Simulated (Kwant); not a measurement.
Model system: quantum point contact (saddle potential) in a GaN two-dimensional gas. Effective mass 0.22 mₑ, grid spacing 1.7 nm, hard walls, nominal width 40 nm (23 grid rows, so walls 40.8 nm apart), one parabolic valley, scattering region 120 nm long along x; energies count from the band bottom; Fermi energy 0.02 eV. Potential (V0 + ½k y²) cos²(πx/L) for |x| < L/2, with V0 swept from 0.021 to 0 eV, k = 0.0005 eV/nm², L = 80 nm.

The device is made up for the run: typed textbook-type constants, with dimensions and the other settings drawn at random.

Model: effective-mass tight-binding model on a square grid, one spin, coherent transport at 0 K (Kwant). Conductance is in e²/h.

Sweep values stay those of the base run.

The length of the gated region was swept, all else fixed.

```
length of the gated region (nm)  G (e²/h) at V0 = 5.478 meV  G (e²/h) at V0 = 15.83 meV  G (e²/h) at V0 = 10.65 meV  mean G (e²/h) over the sweep
-------------------------------  --------------------------  --------------------------  --------------------------  ----------------------------
20                                                     1.13                        0.34                        0.80                          0.78
40                                                     1.02                        0.17                        0.91                          0.71
56                                                     1.00                       0.092                        0.96                          0.69
80                                                     1.00                       0.036                        0.99                          0.68
100                                                    1.00                           ?                        1.00                          0.68
```

**Question.** Some entries are withheld; supply them.

**Answer.** 
- 100, G (e²/h) at V0 = 15.83 meV: 0.016
